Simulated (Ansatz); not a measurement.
Functionals compared on the (211) surface of bcc Fe, ferromagnetic in its 1x1 cell, outermost plane spacing 1.16 Å in the ideal cut, in Ansatz (plane waves, PAW). The structure was relaxed with PBE; the other rows are single points on it, each with its references at the same level. Cutoff 420 eV.

Slab: 10 atoms, 10.4 Å thick at the start (thin: gaps and levels are the slab's own); k 15x9x1, smearing 0.1 eV, dipole-corrected; all atoms relaxed; held to the start's symmetry, so lower structures may exist; spin-polarised, no spin-orbit, no U. These notes are the PBE run's.

```tsv
functional	surface energy (J/m²)	work function of the top face (eV)	magnetic moment of the cell (μB)	rough cost of the single point
PBE	2.65	4.15	23.54	–
LDA	3.36	4.51	23.05	very roughly 11 core-minutes
PBEsol	3.09	4.25	23.56	roughly 8 core-minutes
RPBE	?	?	23.87	around 6 core-minutes (rough)
```

Task: What belongs in the gaps?

Result: 
- RPBE, surface energy (J/m²): 2.34
- RPBE, work function of the top face (eV): 3.99

Ansatz is a program for electronic structure.
